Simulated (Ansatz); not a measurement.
Results of LDA (Ansatz, a program for electronic structure, plane waves, PAW) for Bi2Te2Se (R-3m, No. 166, 5 atoms in the cell; start mp-29666).

Input file:

Ansatz 0.2 input:
```yaml
crystal:
  lattice:
    - [2.1308249787, 1.2302325291, 9.7858875075]
    - [-2.1308249787, 1.2302325291, 9.7858875075]
    - [0.0, -2.460464596, 9.7858875656]
  atoms:
    - { symbol: Bi, position: [0.6051768291, 0.6051768291, 0.6051768291] }
    - { symbol: Bi, position: [0.3948231709, 0.3948231709, 0.3948231709] }
    - { symbol: Te, position: [0.2119656465, 0.2119656465, 0.2119656465] }
    - { symbol: Te, position: [0.7880343535, 0.7880343535, 0.7880343535] }
    - { symbol: Se, position: [0.0, 0.0, 0.0] }
basis:
  ecutwfc: 520
  ecutrho_ratio: 4
  xc_grid: 2
kpoints:
  mp_grid: { grid: [10, 10, 10] }
  band_path:
    path:
      - [0.0, 0.0, 0.0]
      - [0.25, 0.25, 0.25]
      - [0.5, 0.5, 0.5]
      - [0.535866, 0.464134, 0.5]
      - [0.571733, 0.428267, 0.5]
      - [0.607599, 0.392401, 0.5]
      - [0.643465, 0.356535, 0.5]
      - [0.679332, 0.320668, 0.5]
      - [0.715198, 0.284802, 0.5]
      - [0.751064, 0.248936, 0.5]
      - [0.786931, 0.213069, 0.5]
      - [0.822797, 0.177203, 0.5]
      - [0.5, -0.177203, 0.177203]
      - [0.5, -0.132902, 0.132902]
      - [0.5, -0.088601, 0.088601]
      - [0.5, -0.044301, 0.044301]
      - [0.5, 0.0, 0.0]
      - [0.4375, 0.0, 0.0]
      - [0.375, 0.0, 0.0]
      - [0.3125, 0.0, 0.0]
      - [0.25, 0.0, 0.0]
      - [0.1875, 0.0, 0.0]
      - [0.125, 0.0, 0.0]
      - [0.0625, 0.0, 0.0]
      - [0.03386, -0.03386, 0.0]
      - [0.06772, -0.06772, 0.0]
      - [0.10158, -0.10158, 0.0]
      - [0.135441, -0.135441, 0.0]
      - [0.169301, -0.169301, 0.0]
      - [0.203161, -0.203161, 0.0]
      - [0.237021, -0.237021, 0.0]
      - [0.270881, -0.270881, 0.0]
      - [0.304741, -0.304741, 0.0]
      - [0.338601, -0.338601, 0.0]
      - [0.661399, 0.0, 0.338601]
      - [0.621049, 0.0, 0.378951]
      - [0.580699, 0.0, 0.419301]
      - [0.54035, 0.0, 0.45965]
      - [0.5, 0.0, 0.5]
      - [0.4375, 0.0, 0.4375]
      - [0.375, 0.0, 0.375]
      - [0.3125, 0.0, 0.3125]
      - [0.25, 0.0, 0.25]
      - [0.1875, 0.0, 0.1875]
      - [0.125, 0.0, 0.125]
      - [0.0625, 0.0, 0.0625]
    npoints: 1
hamiltonian:
  xc: lda
  dispersion: none
  pseudopotentials: { kind: paw }
scf:
  occupations: { method: fermi_dirac, width: 0.01 }
  convergence: { dr2_threshold: 0.0000000005 }
output:
  forces: true
  stress: true
  eigenvalues: true
  write_bands: true
```

From the output:

```
Crystal: 5 atoms, lattice volume = 153.917 Å³
Basis set: ecut = 520 eV, 4111 PW (Γ), FFT grids on a1−a3, a2−a3, a3, exchange–correlation on 64×64×160 points (8 copies of the dense FFT grid, shifted against one another)
Bands: 47, of which v1, the nominal top of the filled ones, is band 39 counted from 1 (38 counted from 0)
Symmetry: 12 space group operations
Space group: R-3m (ITA 166), of the structure as read, at distance tolerance 5.4e-5 Å
k-points: 116 of 1000
Functional: x = slater, c = lda
SCF iter   1: F=—  HF=-43210.803581 eV  |F-HF|=—  |Δ(HF+E_count)|=         —  Δρ=4.29e-3  dr2=3.54e-2
SCF iter   2: F=—  HF=-43210.795584 eV  |F-HF|=—  |Δ(HF+E_count)|=   8.00e-3  Δρ=2.26e-3  dr2=6.92e-3
  ...
SCF iter   8: F=—  HF=-43210.794168 eV  |F-HF|=—  |Δ(HF+E_count)|=   1.46e-9  Δρ=1.13e-6  dr2=3.16e-9
SCF iter   9: F=-43210.794168 eV  HF=-43210.794168 eV  |F-HF|=7.28e-11  |Δ(HF+E_count)|=  4.07e-10  Δρ=3.04e-7  dr2=1.52e-10
SCF 1 converged in 9 iterations: F = -43210.794168 eV  dr2 = 1.52e-10
SCF converged after 9 iterations
Free energy (F): -43210.794168 eV
Internal energy: -43210.794163 eV  (E = F + TS)
E sigma→0 (E₀):  -43210.794165 eV
Fermi energy:    9.585778 eV
--- Forces (eV/Å), atoms counted from 1 ---
  atom   1  Bi     0.00000000    -0.00000000    -0.00022003
  atom   2  Bi    -0.00000000     0.00000000     0.00022003
  atom   3  Te     0.00000000     0.00000000     0.00030818
  atom   4  Te    -0.00000000    -0.00000000    -0.00030818
  atom   5  Se    -0.00000000     0.00000000    -0.00000000
--- Stress (GPa, compression-positive) ---
       -0.000590       0.000000      -0.000000
        0.000000      -0.000590      -0.000000
       -0.000000      -0.000000      -0.000593
  P = ⅓ Tr σ = -0.0006 GPa (-0.006 kbar)
```

The PAW data were made under PBE.

The result took about 70 core-seconds (a rough figure).

A start named mp-… is a Materials Project structure, which need not be a measured phase.
